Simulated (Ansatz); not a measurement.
The structure below was relaxed with PBE (Ansatz, a program for electronic structure; PAW; 420 eV plane waves; no spin-orbit coupling), at pressure 22.5 GPa.

```yaml
crystal:
  lattice:
    - [0.00000, 1.89674, 1.89674]
    - [1.89674, 0.00000, 1.89674]
    - [1.89674, 1.89674, 0.00000]
  atoms:
    - { symbol: Al, position: [0.00000, 0.00000, 0.00000] }
```

**Question.** Find the space group and the Wyckoff positions.

**Answer.** Space group Fm-3m (No. 225); a = 3.7935 Å, b = 3.7935 Å, c = 3.7935 Å, α = 90.00°, β = 90.00°, γ = 90.00°

```
atom  site  symmetry       x       y       z
----  ----  --------  ------  ------  ------
Al      4a      m-3m  0.0000  0.0000  0.0000
```

**Question.** Describe the coordination.

**Answer.** The crystal has 4 atoms in its conventional cell. Conventional cell: a = 3.793 Å, b = 3.793 Å, c = 3.793 Å, α = 90.00°, β = 90.00°, γ = 90.00°. Al is surrounded by 12 Al at 2.682 Å (cuboctahedral). (Neighbours: up to the widest gap in distance over summed covalent radii, below 1.35, at either atom.)

Load acts through the strain it causes; cell and atoms are relaxed under it. No phonon test of stability was made. Competing high-pressure phases were not computed. The cell was made from Al in the fcc (Cu type) structure (space group Fm-3m, No. 225) by this change: pressure 22.5 GPa.
